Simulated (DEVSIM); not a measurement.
Simulated with DEVSIM: 1D drift-diffusion, Boltzmann statistics, complete ionisation; no tunnelling, impact ionisation, image-force lowering or self-heating. Band offsets follow the typed affinities; no thermionic-emission limit at abrupt steps, no polarisation charge.

Structure: double heterostructure, In0.53Ga0.47As between p- and n-type InP, at 400 K.

```csv
layer (left to right),material,thickness (μm),Nd (cm⁻³),Na (cm⁻³),τn (s),τp (s)
1,InP,0.610,-,1.2e17,5.1e-10,5.1e-10
2,In0.53Ga0.47As,0.0810,7.6e15,-,5.1e-10,5.1e-10
3,InP,0.300,2.7e17,-,5.1e-10,5.1e-10
```

Left contact: ohmic. Right contact: ohmic. Voltage is applied to the left contact. Recombination: SRH at mid-gap, radiative, Auger. Mobility is constant in doping. Where it depends on doping, it is μmin + (μ − μmin)/(1 + (N/Nref)^α).

Constants are typed, rounded textbook-type inputs, not results; the design itself was drawn at random and stands for no fabricated device. Values at 300 K; Nc and Nv go as T^1.5, mobilities as T to minus their exponent, the gap by Varshni's rule with the affinity fixed. The table also holds parameters that only a changed run uses.

```tsv
parameter	InP	In0.53Ga0.47As
gap (eV)	1.344	0.74
affinity (eV)	4.38	4.51
permittivity	12.5	13.9
Nc (cm⁻³)	5.7e17	2.1e17
Nv (cm⁻³)	1.1e19	7.7e18
μn (cm²/Vs)	5200	12000
μp (cm²/Vs)	170	300
μn,min	400	300
μp,min	10	10
Nref,n	3e17	1.3e17
Nref,p	4.9e17	4.9e17
αn	0.47	0.48
αp	0.62	0.4
T exponent of μn	2	1.6
T exponent of μp	2	1.6
B (cm³/s)	1.2e-10	9.6e-11
Cn (cm⁶/s)	9e-31	5e-29
Cp (cm⁶/s)	9e-31	5e-29
Varshni α (eV/K)	0.000363	0.00035
Varshni β (K)	162	190
```

One input was changed, with this effect: dark forward voltage at 100 A/cm² 0.644 → 0.617 V; dark forward voltage at 1 A/cm² 0.260 → 0.227 V.

Which change was it?
(A) minority lifetime in layer 2 5.1e-10 → 1.5e-10 s
(B) minority lifetime in layer 3 5.1e-10 → 1.5e-11 s
(C) doping-dependent mobility in place of the constant one
(D) Auger recombination switched off
(E) minority lifetime in layer 1 5.1e-10 → 1.5e-08 s

A, minority lifetime in layer 2 5.1e-10 → 1.5e-10 s
